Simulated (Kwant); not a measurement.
System: six-terminal Hall bar in a InAs two-dimensional gas. Effective mass 0.023 mₑ, grid spacing 5.8 nm, hard walls, nominal width 150 nm (25 grid rows, so walls 150.8 nm apart), one parabolic valley, scattering region 390 nm long along x; energies count from the band bottom; Fermi energy swept from 0.0044 to 0.0352 eV. Four side probes 75 nm wide, two on each edge; current runs along x; the sign of the Hall resistance is a convention. Perpendicular field 1.6 T, also in the leads; orbital effect alone.

The device is made up for the run: typed textbook-type constants, with dimensions and the other settings drawn at random.

Model: effective-mass tight-binding model on a square grid, one spin, coherent transport at 0 K (Kwant). Resistances are in h/e².

Question: How many Landau levels lie under the Fermi energy, and what Hall resistance follows, at 8.58 meV and 1.60 T; 16.4 meV and 1.60 T; 24.2 meV and 1.60 T; 32.1 meV and 1.60 T?

Answer: ħωc = ħeB/m = 5.03 meV a tesla; levels lie at (n + ½)ħωc. E/ħωc = 1.06 gives 1 level and h/(1e²) = 1.000; simulated 1.000. E/ħωc = 2.04 gives 2 levels and h/(2e²) = 0.500; simulated 0.500. E/ħωc = 3.01 gives 3 levels and h/(3e²) = 0.333; simulated 0.333. E/ħωc = 3.98 gives 4 levels and h/(4e²) = 0.250; simulated 0.250.
